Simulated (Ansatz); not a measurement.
We consider AlN (model structure, started from the alpha GeTe type, Fm-3m, No. 225, 2 atoms in the cell), described by HSE06 in Ansatz (plane waves, PAW).

Numerical settings: plane-wave cutoff 500 eV, 10×10×10 k mesh, Fermi–Dirac smearing 0.05 eV, scalar-relativistic PAW data made under PBE.

Cell (relaxed with r²SCAN):

AlN is taken in the cubic space group Fm-3m (No. 225), the rock salt structure, Pearson symbol cF8. Lattice parameters: a = b = c = 4.038 Å, α = β = γ = 90.00°. Al on 4b is coordinated by 6 N at 2.019 Å (octahedral). N on 4a has 6 Al at 2.019 Å (octahedral). (Neighbours: up to the widest gap in distance over summed covalent radii, below 1.35, at either atom; cation-cation and far metal-metal contacts left out.)
(The calculation used a cell of 2 atoms; values per cell refer to that cell.)

**Question.** What does this level give for the band gap?

**Answer.** 
band gap: 6.08 eV (on the SCF k mesh)

Note: exact exchange on metals is sensitive to the k mesh and can open a false gap; the relaxation could raise the start's symmetry but not lower it, so the cell can be a saddle point; cell and atoms aren't relaxed at this level (pressure -1.5 GPa).

The result took very roughly 40 core-seconds.

A model structure was made by putting elements into a prototype or built by hand; it is no filed structure, need not be a known phase, and can be a saddle point held by its symmetry.

Ansatz is a program for electronic structure.
